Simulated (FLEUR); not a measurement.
FLEUR run on CrO2 (P4_2/mnm, 6 atoms in the cell): self-consistent single point.

Method of the run: FLEUR with PBE, all-electron FLAPW (FLEUR), scalar-relativistic valence.

The change in words: lattice scaled by 0.98. Reference geometry:
```
CELL_PARAMETERS angstrom
      4.34305     0.00000     0.00000
      0.00000     4.34305     0.00000
      0.00000     0.00000     2.87018
ATOMIC_POSITIONS crystal
  Cr 0.00000 0.00000 0.50000
  Cr 0.50000 0.50000 0.00000
  O  0.19726 0.19726 0.00000
  O  0.80274 0.80274 0.00000
  O  0.30274 0.69726 0.50000
  O  0.69726 0.30274 0.50000
```
Moments meant for the start (each program seeds them in its own way; μB, in the order of the atoms Cr Cr O O O O): 3.0 3.0 0.0 0.0 0.0 0.0.

Reference input (self-consistent single point, DFT, PBE, all-electron FLAPW (FLEUR), scalar-relativistic valence): Kmax = 4.7 1/bohr; GmaxXC = 16.4 1/bohr; xcFunctional = pbe; jspins = 2; l_soc = F; mode = hist; fermiSmearingEnergy = 0.00499791 Htr; mesh (inpgen div1-3) = 5 5 7; inpgen gamma flag = false; Gmax = 16.4 1/bohr; numbands = 0; maxIterBroyd = 15. This run's input differs from it in these lines:

```diff
@@ -3,5 +3,5 @@
 &input film=f /
-8.2071788250 0.0000000000 0.0000000000
-0.0000000000 8.2071788250 0.0000000000
-0.0000000000 0.0000000000 5.4238579078
+8.0430353241 0.0000000000 0.0000000000
+0.0000000000 8.0430353241 0.0000000000
+0.0000000000 0.0000000000 5.3153800694
 1.0
@@ -47,5 +47,5 @@
          <bravaisMatrix>
-            <row-1>    8.2071788249999997     0.0000000000000000     0.0000000000000000</row-1>
-            <row-2>    0.0000000000000000     8.2071788249999997     0.0000000000000000</row-2>
-            <row-3>    0.0000000000000000     0.0000000000000000     5.4238579078000004</row-3>
+            <row-1>    8.0430353240999999     0.0000000000000000     0.0000000000000000</row-1>
+            <row-2>    0.0000000000000000     8.0430353240999999     0.0000000000000000</row-2>
+            <row-3>    0.0000000000000000     0.0000000000000000     5.3153800693999997</row-3>
          </bravaisMatrix>
```

Output, abridged:

```
 Iteration:     1   Distance:      54.29202885 me/bohr^3
 Iteration:     2   Distance:      45.70717905 me/bohr^3
 Iteration:     3   Distance:      22.00817735 me/bohr^3
 Iteration:     4   Distance:      26.93287502 me/bohr^3
 Iteration:     5   Distance:      13.38180257 me/bohr^3
   [... 16 lines left out ...]
 Iteration:    22   Distance:       0.00002638 me/bohr^3
 Iteration:    23   Distance:       0.00002807 me/bohr^3
 Iteration:    24   Distance:       0.00001012 me/bohr^3
 Iteration:    25   Distance:       0.00000823 me/bohr^3
 Reset of history
 Run finished successfully
 Stop message:
   Structural relaxation: new displacements generated

[file out, last iteration]
             iter=     26
[...]
          total density-effective poten   -3.7960667119E+03
          total charge density-energy d   -1.3190669802E+02
 Updated energy parameters for spin:           1
 Updated energy parameters for spin:           2
[...]
 fermi energy and band-weighting factors:

[...]
FERMIE:
          first approx. to ef    (T=0)  :   0.365984 htr   (energy of the highest occ. eigenvalue)
          number of occ. states  (T=0)  :       1250
          first approx. to seigv (T=0)  : -21.127315 htr
          sum of weights of occ. states :  52.040000
          sum of semicore charge        :   0.000000 e
FERHIS:  Fermi-Energy by histogram:
          bandgap                     :   0.001093 htr
   [... lines left out ...]
          charge neutrality (T=0)     :   0.040000    (zero if the highest occ. eigenvalue is "entirely" occupied)
     EF_NEWTON:  Adjust Fermi-Energy by Newton-Method.
 Direct bandgap for spin            1 :    5.5978284568616310E-003  Htr
 Direct bandgap for spin            2 :    6.7629695820528801E-002  Htr
 ---->    free energy=                     -2402.8010248124 htr
   [... lines left out ...]
SPIN-2 FORCE FOR ATOM TYPE=  2  X=  1.587   Y=  1.587   Z=  0.000      FX_SP =-0.000039 FY_SP =-0.000039 FZ_SP = 0.000000
 ***** TOTAL FORCES ON ATOMS *****
 TOTAL FORCE FOR ATOM TYPE=  1  X=  0.000   Y=  0.000   Z=  2.658
                       FX_TOT= 0.000000 FY_TOT= 0.000000 FZ_TOT= 0.000000
 TOTAL FORCE FOR ATOM TYPE=  2  X=  1.587   Y=  1.587   Z=  0.000
                       FX_TOT= 0.003322 FY_TOT= 0.003322 FZ_TOT= 0.000000
```

The run converged in 25 iterations. FLEUR gives forces in its relaxation mode, with a further iteration, so its stop message speaks of a relaxation. Against the reference run the free energy rises by 95.6 meV/atom, the largest force goes from 0.038 to 0.242 eV/Å and the size of the net moment moves little (0.67 to 0.66 μB/atom).

The starting cell comes from a database of computed structures (which also holds hypothetical and non-ambient phases and stackings), without a prior relaxation at this level. Its lattice was rescaled by a random factor within 2.5 % of one. For this run, on top of that: lattice scaled by 0.98. The magnetic order is the one reached from the typed start; others were not searched systematically. Values depend on the basis (sphere radii, cutoffs, local orbitals), which need not be converged. The log's line on a gap gives a spacing of levels on this mesh, which the program prints for metals too.

Cost on one core of a shared machine: roughly 3 min.
